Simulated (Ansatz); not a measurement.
## GaSb: pressure series

Start from GaSb in the zinc blende structure (space group F-43m, No. 216; a = 6.1324 Å).

Cell and atoms are relaxed at each pressure.

All numbers come from Ansatz (a quantum-chemistry and plane-wave program) r2SCAN, no SOC.

Base values:

Band gap: 0.41 eV

**Question.** The aim is a band gap between 0.76 eV and 0.82 eV. Which of these changes reaches it?
A) pressure 7.5 GPa
B) pressure 3 GPa
C) pressure 0.7 GPa

**Answer.** B, pressure 3 GPa. It gives 0.80 eV; pressure 7.5 GPa gives 0.94 eV; pressure 0.7 GPa gives 0.51 eV. Changes not listed may reach it too

With Sb present, leaving out spin-orbit coupling can change the band edges. Load acts through the strain it causes; cell and atoms are relaxed under it. Stability against distortions was not tested. Tetrahedral semiconductors of this kind turn to denser phases somewhere between about 1 and 50 GPa; those were not computed, so compressed cells here can lie past the real transition.
